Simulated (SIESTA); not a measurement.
SIESTA run on Mg₃Zn (P1, 4 atoms in the cell): self-consistent single point.

Level of theory: LDA PW92, numerical atomic orbitals DZP, PseudoDojo LDA standard norm-conserving potentials (rewritten from UPF to PSML) (SIESTA).

The change in words: atoms moved at random. Reference geometry:
```xyz
4
Lattice="3.1014 0.0000 0.0000 -1.5507 2.6858 0.0000 0.0000 0.0000 9.6936" Properties=species:S:1:pos:R:3 pbc="T T T"
Mg     0.0000     0.0000     0.0000
Mg     1.5507     0.8953     7.0851
Mg     1.5507     0.8953     2.6085
Zn     0.0000     0.0000     4.8468
```

Reference input (self-consistent single point, DFT, LDA PW92, numerical atomic orbitals DZP, PseudoDojo LDA standard norm-conserving potentials (rewritten from UPF to PSML)): XC.functional = LDA; XC.authors = PW92; potentials = PseudoDojo LDA standard; PAO.BasisSize = DZP; PAO.EnergyShift = 0.01 Ry; MeshCutoff = 400 Ry; kgrid.MonkhorstPack = 8 8 3; OccupationFunction = MP; OccupationMPOrder = 0; ElectronicTemperature = 1160.45 K; MaxSCFIterations = 150; SCF.Mixer.Method = Pulay. This run's input differs from it in these lines:

```diff
@@ -18,6 +18,6 @@
 %block AtomicCoordinatesAndAtomicSpecies
-     0.000000000    0.000000000    0.000000000  1
-     1.550676551    0.895281771    7.085149176  1
-     1.550676551    0.895281771    2.608450824  1
-     0.000000000    0.000000000    4.846800000  2
+     0.000635777   -0.026251478   -0.057638146  1
+     1.595643024    0.853908969    7.108316880  1
+     1.550355561    0.979953130    2.659303450  1
+    -0.045279710   -0.017049763    4.830417816  2
 %endblock AtomicCoordinatesAndAtomicSpecies
```

Output (repeated stretches shortened):

```
        iscf     Eharris(eV)        E_KS(eV)     FreeEng(eV)     dDmax    Ef(eV) dHmax(eV)
   scf:    1   -10226.326556   -10423.704459   -10423.724284  1.927964 -0.977953 82.612786
   scf:    2   -10497.076075   -10511.637479   -10511.649306  2.429727 -2.237371 15.189448
   scf:    3   -10520.333502   -10517.311975   -10517.323006  0.767147 -2.061773  6.432169
   scf:    4   -10517.894709   -10518.273811   -10518.284496  0.393131 -2.247357  7.228651
   scf:    5   -10519.000124   -10518.781350   -10518.793670  0.158385 -2.304325  1.471927
   [... 8 lines left out ...]
   scf:   14   -10518.803219   -10518.803209   -10518.814733  0.000898 -2.368897  0.006711
   scf:   15   -10518.803210   -10518.803210   -10518.814734  0.000253 -2.368972  0.000232
   scf:   16   -10518.803210   -10518.803210   -10518.814734  0.000021 -2.368980  0.000123
   scf:   17   -10518.803210   -10518.803210   -10518.814734  0.000004 -2.368982  0.000079
SCF Convergence by DM+H criterion
max |DM_out - DM_in|         :     0.0000036877
max |H_out - H_in|      (eV) :     0.0000787863
SCF cycle converged after 17 iterations

Using DM_out to compute the final energy and forces

siesta: E_KS(eV) =           -10518.8032

siesta: E_KS - E_eggbox =    -10518.8032

siesta: Atomic forces (eV/Ang):
     1    0.022997    0.038987    0.378408
     2   -0.081763    0.033456   -0.346446
     3   -0.021463   -0.131799   -0.291880
     4    0.079404    0.056680    0.257435
   Tot   -0.000826   -0.002676   -0.002483
   Max    0.378408
   Res    0.194055    sqrt( Sum f_i^2 / 3N )
   Max    0.378408    constrained

Stress tensor Voigt[x,y,z,yz,xz,xy] (kbar):       30.05       26.09       15.34       -0.82        0.17        2.16
(Free)E + p*V (eV/cell)   -10520.0156
   [... lines left out ...]
siesta: FreeEng =    -10518.814734
   [... lines left out ...]
siesta:     0.018755    0.001349    0.000103
siesta:     0.001349    0.016286   -0.000512
siesta:     0.000103   -0.000512    0.009577

siesta: Cell volume =         80.745310 Ang**3

siesta: Pressure (static):
siesta:                Solid            Molecule  Units
siesta:          -0.00016198         -0.00005964  Ry/Bohr**3
siesta:          -0.01487267         -0.00547616  eV/Ang**3
siesta:         -23.82864185         -8.77377017  kBar
```

The run converged in 17 iterations. Against the reference run the free energy goes up by 8.6 meV/atom, the pressure goes from -2.52 to -2.38 GPa and the largest force goes from 0.082 to 0.381 eV/Å.

The starting cell comes from a database of computed structures (which also holds hypothetical and non-ambient phases and stackings), without a prior relaxation at this level. For this run, on top of that: atoms moved at random. Values carry the incompleteness of an atom-centred basis.
